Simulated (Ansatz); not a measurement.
A computed series for TiOs: response to strain

The reference is TiOs in the CsCl type structure (space group Pm-3m, No. 221; a = 3.0617 Å; relaxed with 0.1 eV smearing). Axes: x, y, z lie along the cube axes.

Strains are applied to the cell and any free atomic positions relax.

Level of theory: Ansatz (an electronic-structure program) PBEsol, no spin-orbit coupling.

Notes on the quantities. energy relative to the base: free energy F.

```
case                         shortest interatomic distance  energy relative to the base   pressure
---------------------------  -----------------------------  ---------------------------  ---------
base                                               2.651 Å                   0 meV/atom    0.0 GPa
isotropic strain −1.70 %                           2.606 Å                 +33 meV/atom   15.3 GPa
isotropic strain −0.96 %                           2.626 Å                 +10 meV/atom          ?
isotropic strain +3.49 %                           2.744 Å                +117 meV/atom  -22.0 GPa
tensor shear ε_xz = −0.44 %                        2.644 Å                            ?    0.0 GPa
tensor shear ε_xz = +0.64 %                              ?                            ?    0.0 GPa
```

**Question.** Some entries are withheld; estimate them.

**Answer.** 
- isotropic strain −0.96 %, pressure: 8.2 GPa
- tensor shear ε_xz = −0.44 %, energy relative to the base: +0.4 meV/atom
- tensor shear ε_xz = +0.64 %, shortest interatomic distance: 2.640 Å
- tensor shear ε_xz = +0.64 %, energy relative to the base: +0.9 meV/atom

Whether these cells are dynamically stable was not tested. All final runs are without spin polarisation.
